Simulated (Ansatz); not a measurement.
We consider 1T (CdI2-type) PtTe2, described by PBE-D3(BJ) in Ansatz (plane waves, PAW).

Settings: plane-wave cutoff 500 eV, 12×12×8 k mesh (along the axes of the cell as run), Fermi–Dirac smearing 0.05 eV, scalar-relativistic PAW data made under PBE.

Computed at the level's own relaxed cell.

**Question.** Estimate the volume per atom, lattice constant a and c axis length that the calculation returns.

**Answer.** 
volume per atom: 24.15 Å³/atom
lattice constant a: 4.053 Å
c axis length: 5.092 Å

Measured, for comparison: lattice constant a 4.026 Å, lattice parameter c 5.221 Å (temperature not stated, no zero-point or thermal correction; as tabulated in Pelayo et al. (2023), arXiv:2312.15371). Computed (rounded) less measured: lattice constant a +0.7 %, lattice parameter c -2.5 %.

Spin–orbit coupling is not included.

Ansatz is a program for electronic structure.
